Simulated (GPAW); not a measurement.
Band structure of C (P6_3/mmc, 4 atoms in the cell).

```xyz
4
Lattice="2.5033 0.0000 0.0000 -1.2516 2.1679 0.0000 0.0000 0.0000 4.1690" Properties=species:S:1:pos:R:3 pbc="T T T"
C      0.0000     1.4453     0.2619
C      1.2517     0.7226     3.9071
C      1.2517     0.7226     2.3463
C      0.0000     1.4453     1.8226
```

Method of the run: PBE, GPAW PAW datasets PBE (gpaw-data 1.0.1) (plane waves; GPAW).

Settings: mode = pw; ecut = 950 eV; xc = PBE; kpts = 10 10 6; mesh shift (steps) = 0 0 0; occupations.name = fermi-dirac; occupations.width = 0 eV; nbands = -4; convergence.density = 1e-05 e/electron; convergence.energy = 1e-05 eV/electron; convergence.bands = -2; symmetry.symmorphic = false; symmetry.tolerance = 0.0005; maxiter = 120.

The starting cell comes from a database of computed structures (which also holds hypothetical and non-ambient phases and stackings), without a prior relaxation at this level.

**Question.** Predict the gap along the standard path and the places of the band edges.

**Answer.** The gap along the path is 3.30 eV, from Γ to K; the smallest direct gap on it is 4.98 eV.

Levels in eV from the top of the valence band on the SCF mesh, bands 5 to 12:
```
point      5      6      7      8     9     10     11     12
-----  -----  -----  -----  -----  ----  -----  -----  -----
Γ      -3.09  -0.50   0.00   0.00  4.98   4.98   5.35   8.18
M      -9.29  -6.48  -5.97  -3.15  4.50   8.09   8.31   8.41
K      -9.73  -7.23  -7.23  -7.04  3.30  11.71  11.71  12.48
A      -1.85  -1.85  -1.85  -1.85  7.27   7.27   7.27   7.27
L      -5.11  -5.11  -4.84  -4.84  5.91   5.91   6.52   6.52
H      -9.55  -9.55  -4.32  -4.32  7.44   7.44   9.07   9.07
```
